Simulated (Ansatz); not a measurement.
**A computed series for La2O3: pressure series**

Consider La2O3 (space group P-3m1, No. 164).

```xyz
5
Lattice="3.9353 0.0000 0.0000 -1.9676 3.4080 0.0000 0.0000 0.0000 6.1263" Properties=species:S:1:pos:R:3 pbc="T T T"
La     0.0000     2.2720     1.5079
La     1.9676     1.1360     4.6184
O      0.0000     0.0000     0.0000
O      0.0000     2.2720     3.9583
O      1.9676     1.1360     2.1680
```

Cell and atoms are relaxed at each pressure.

Level of theory: r2SCAN (Ansatz, a program for electronic structure; PAW; 500 eV plane waves; spin-orbit coupling left out).

Notes on the quantities. enthalpy: H = E + PV relative to the base's energy.

| variant | enthalpy | band gap | lattice parameter a |
|---|---|---|---|
| base | – | 4.23 eV | 3.935 Å |
| pressure −2 GPa | -0.21 eV/atom | 4.22 eV | 3.948 Å |
| pressure −1 GPa | -0.10 eV/atom | 4.22 eV | 3.941 Å |
| pressure 0.9 GPa | +0.09 eV/atom | 4.23 eV | 3.930 Å |
| pressure 2.1 GPa | +0.21 eV/atom | 4.23 eV | 3.923 Å |
| pressure 4.5 GPa | +0.45 eV/atom | 4.23 eV | 3.911 Å |
| pressure 9 GPa | +0.89 eV/atom | 4.21 eV | 3.893 Å |
| pressure 15 GPa | +1.45 eV/atom | 4.17 eV | 3.874 Å |
| pressure 22.5 GPa | +2.13 eV/atom | ___ | ___ |
| pressure 30 GPa | +2.78 eV/atom | 4.08 eV | 3.835 Å |

Complete the table.


- pressure 22.5 GPa, band gap: 4.11 eV
- pressure 22.5 GPa, lattice parameter a: 3.854 Å

Load acts through the strain it causes; cell and atoms are relaxed under it. No phonon test of stability was made. No other phases were tried under pressure.
